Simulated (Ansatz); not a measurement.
Start from HfS₂ in the CdI2 type structure (space group P-3m1, No. 164; a = 3.606 Å, c = 5.768 Å; layered, stacked along the Cartesian z axis). Axes: x lies along a and z along c of the hexagonal cell.

Perturbation: biaxial strain −0.50 %, plane normal [001], relaxed out of plane (Cartesian); in-plane vectors clamped, the third vector and the atoms free.

The values are results of PBE-D3(BJ) (Ansatz, an electronic-structure program), scalar-relativistic without spin-orbit coupling, not measurements.

Base, band edges from the VBM (valence, conduction): K -1.78, 2.49; H -1.96, 2.71; M -1.49, 1.00; L -0.96, 0.85; A -0.36, 1.79; Γ 0.00, 1.85 eV.

Give the band edges at the high-symmetry points of the new zone, measured from its valence-band maximum.


| point | valence edge (eV) | conduction edge (eV) |
|---|---|---|
| Γ | 0.00 | 1.88 |
| M | -1.45 | 0.99 |
| K | -1.78 | 2.56 |
| A | -0.31 | 1.83 |
| L | -0.96 | 0.82 |
| H | -1.98 | 2.77 |

The gap is 0.82 eV, indirect, Γ → L.

With Hf present, leaving out spin-orbit coupling can change the band edges. No phonon test of stability was made.
